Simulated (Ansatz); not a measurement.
Input:

```xyz
3
Lattice="2.9640 0.0000 0.0000 1.4820 2.5669 0.0000 0.0000 0.0000 3.1753" Properties=species:S:1:pos:R:3 pbc="T T T"
Ti     0.0000     0.0000     0.0000
B      2.9640     1.7113     1.5877
B      1.4820     0.8556     1.5877
```

No spin polarisation.

Computed with LDA (Ansatz, an electronic-structure program), no spin-orbit coupling. Settings: 13×13×10 k-points, 0.05 eV Fermi–Dirac smearing.

What band gap does the calculation give?

Zero.

What pressure (mean of the normal stresses, compression positive) does the calculation give?

5.0 GPa.

What is the computed space group?

P6/mmm (No. 191).

The mesh was chosen for an insulator and is coarse for the gapless case. The cells carry an imposed strain or load. No phonon test of stability was made. The final runs are not spin-polarised. The cell was made from TiB2 (space group P6/mmm, No. 191) by this change: biaxial strain −1.00 %, plane normal [001], relaxed out of plane.
